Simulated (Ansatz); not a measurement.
These are PBE (plane waves to 420 eV, PAW; Ansatz, an electronic-structure program) values and carry that method's errors.

Plane-averaged electrostatic potential energy along the normal, in eV from the Fermi level, for a constructed model of the (111) surface of fcc Pt, a pseudomorphic layer of W in the other hollow (bottom of the slab: a bare face, its two planes held):

| z (Å) | V (eV) |
|---|---|
| 3.95 | 5.67 |
| 4.24 | 5.67 |
| 4.52 | 5.67 |
| 4.80 | 5.67 |
| 5.08 | 5.66 |
| 5.37 | 5.65 |
| 5.65 | 5.62 |
| 5.93 | 5.55 |
| 6.21 | 5.41 |
| 6.50 | 5.08 |
| 6.78 | 4.33 |
| 7.06 | 2.64 |
| 7.34 | -1.70 |
| 7.62 | -10.73 |
| 7.91 | -19.57 |
| 8.19 | -23.34 |
| 8.47 | -20.09 |
| 8.75 | -11.65 |
| 9.04 | -2.93 |
| 9.32 | 0.16 |
| 9.60 | -2.16 |
| 9.88 | -10.30 |
| 10.17 | -19.18 |
| 10.45 | -23.50 |
| 10.73 | -21.06 |
| 11.01 | -13.13 |
| 11.30 | -4.12 |
| 11.58 | -0.23 |
| 11.86 | -1.91 |
| 12.14 | -9.60 |
| 12.43 | -18.64 |
| 12.71 | -23.42 |
| 12.99 | -21.53 |
| 13.27 | -13.92 |
| 13.56 | -4.71 |
| 13.84 | -0.23 |
| 14.12 | -1.30 |
| 14.40 | -8.38 |
| 14.69 | -17.63 |
| 14.97 | -23.14 |
| 15.25 | -22.06 |
| 15.53 | -14.95 |
| 15.81 | -5.58 |
| 16.10 | -0.25 |
| 16.38 | -0.45 |
| 16.66 | -6.34 |
| 16.94 | -15.75 |
| 17.23 | -22.43 |
| 17.51 | -22.85 |
| 17.79 | -16.79 |
| 18.07 | -7.41 |
| 18.36 | -0.77 |
| 18.64 | 0.20 |
| 18.92 | -3.41 |
| 19.20 | -12.25 |
| 19.49 | -20.64 |
| 19.77 | -23.93 |
| 20.05 | -20.65 |
| 20.33 | -12.47 |
| 20.62 | -4.57 |
| 20.90 | -3.25 |
| 21.18 | -8.41 |
| 21.46 | -16.32 |
| 21.75 | -21.83 |
| 22.03 | -22.31 |
| 22.31 | -17.51 |
| 22.59 | -9.46 |
| 22.87 | -2.23 |
| 23.16 | 1.53 |
| 23.44 | 3.44 |
| 23.72 | 4.44 |
| 24.00 | 4.95 |
| 24.29 | 5.20 |
| 24.57 | 5.33 |
| 24.85 | 5.39 |
| 25.13 | 5.43 |
| 25.42 | 5.44 |
| 25.70 | 5.45 |
| 25.98 | 5.45 |
| 26.26 | 5.45 |

Set-up: 7 atoms, 14.1 Å thick at the start; mesh 15x15x1; 0.1 eV smearing; dipole correction on; 2 atoms held, the rest relaxed; held to the start's symmetry, so lower structures may exist; no spin, no spin-orbit, no U. In PBE it lies 0.04 eV a 1x1 cell over the lowest computed structure of the same composition (a pseudomorphic layer of W in the host's stacking).

The vacuum level lies 5.46 eV above the Fermi level over the top face and 5.68 eV above it under the bottom face.
